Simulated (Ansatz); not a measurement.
The parent structure is MgS in the rock salt structure (space group Fm-3m, No. 225; a = 5.182 Å). Axes: x, y, z lie along the cube axes.

Now apply this change: uniaxial strain ε_zz = −4.01 %, all other strain components held at zero; the atoms relax in the strained cell.

Levels (all Ansatz, a quantum-chemistry and plane-wave program, PAW): PBEsol (420 eV, scalar-relativistic without spin-orbit coupling); r2SCAN (500 eV, spin-orbit coupling left out); HSE06 (420 eV, spin-orbit coupling left out).

At the geometry relaxed with PBEsol, these levels gave the following band gaps, in shuffled order: (a) 3.72 eV, (b) 3.37 eV, (c) 2.61 eV.

Q: Match each gap to its level.

A: (a) HSE06; (b) r2SCAN; (c) PBEsol.

Single points use the geometry relaxed with PBEsol. HSE06 gaps are upper bounds (no full band path). Whether these cells are dynamically stable was not tested.
